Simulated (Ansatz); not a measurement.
A 16-atom cell of (Au,Pd) started in the face-centred cubic structure, site fractions Au 0.875, Pd 0.125, short-range order -0.05 among the nearest mixed sites of the first mixed sublattice (0 is random, a negative value favours unlike neighbours), space group Fmmm at the end, an ordered arrangement that its symmetry holds. The mixed sublattice has 16 sites.

The mixing enthalpy is taken against the end members in the face-centred cubic type, relaxed in the same cell and mesh.

Level of theory: PBE (plane waves to 420 eV, PAW; Ansatz, a first-principles code). No spin–orbit coupling. Its k-point mesh 6×6×6, Fermi–Dirac width 0.05 eV.

| cell | energy at zero smearing (eV) |
|---|---|
| Au | -210389.233 |
| Pd | -111565.587 |
| Au7Pd | -198036.941 |

### Question
Work out the mixing enthalpy per mixed site and the interaction parameter Ω of a regular solution.

### Answer
With x = 2/16 of the second end member, ΔH = [-198036.941 − 14/16 × (-210389.233) − 2/16 × (-111565.587)] / 16 = -41.5 meV against the separate end members. Ω = ΔH / x(1 − x) = -379 meV.
